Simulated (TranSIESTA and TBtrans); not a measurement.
Device: Si chain with one bond stretched by 0.6 Å. Leads: straight Si chain, spacing 2.137 Å. Geometry: as built, not relaxed. Transport runs along z; the first 6 and the last 6 of the 20 atoms are the lead cells, repeated to infinity.

```xyz
20
Lattice="9.000 0.000 0.000 0.000 9.000 0.000 0.000 0.000 43.340" Properties=species:S:1:pos:R:3 pbc="F F T"
Si     4.500     4.500     0.000
Si     4.500     4.500     2.137
Si     4.500     4.500     4.274
Si     4.500     4.500     6.411
Si     4.500     4.500     8.548
Si     4.500     4.500    10.685
Si     4.500     4.500    12.822
Si     4.500     4.500    14.959
Si     4.500     4.500    17.096
Si     4.500     4.500    19.233
Si     4.500     4.500    21.970
Si     4.500     4.500    24.107
Si     4.500     4.500    26.244
Si     4.500     4.500    28.381
Si     4.500     4.500    30.518
Si     4.500     4.500    32.655
Si     4.500     4.500    34.792
Si     4.500     4.500    36.929
Si     4.500     4.500    39.066
Si     4.500     4.500    41.203
```

Run with TranSIESTA and TBtrans (open boundaries, self-consistent; PseudoDojo norm-conserving potentials, scalar-relativistic): PAO.BasisSize DZP, PAO.EnergyShift 0.15 eV, XC.Authors PBE, Mesh.Cutoff 200 Ry, ElectronicTemperature 300 K, TS.Voltage 0.0 eV, TBT.Elecs.Eta 0.001 eV, no spin polarisation.

Energies count from the leads' Fermi level. Transmissions are for one spin of a degenerate pair. The energy step is 0.01 eV; narrower resonances are cut or missed.

```csv
E (eV),T
-0.20,1.63
-0.15,1.67
-0.10,1.71
-0.05,1.74
0.00,1.76
0.05,1.77
0.10,1.79
0.15,1.79
0.20,1.80
```

Give the zero-bias conductance in μS and the resistance at 300 K.

At the Fermi level T = 1.76. Averaged with −∂f/∂E over the full grid (kT = 25.9 meV) it is 1.75. With G0 = 2e²/h = 77.48 μS, G = 136 μS and R = 1/G = 7.35 kΩ.

The eigenchannels at the Fermi level transmit 0.664, 0.664, 0.430. What Fano factor of the shot noise follows at low temperature and bias?

F = Σ τ(1 − τ)/Σ τ = 0.691/1.76 = 0.39.

The straight chain is held at its spacing; free chains may zigzag or dimerise. No spin-polarised start was tried, so a magnetic state, if there is one, is missed.
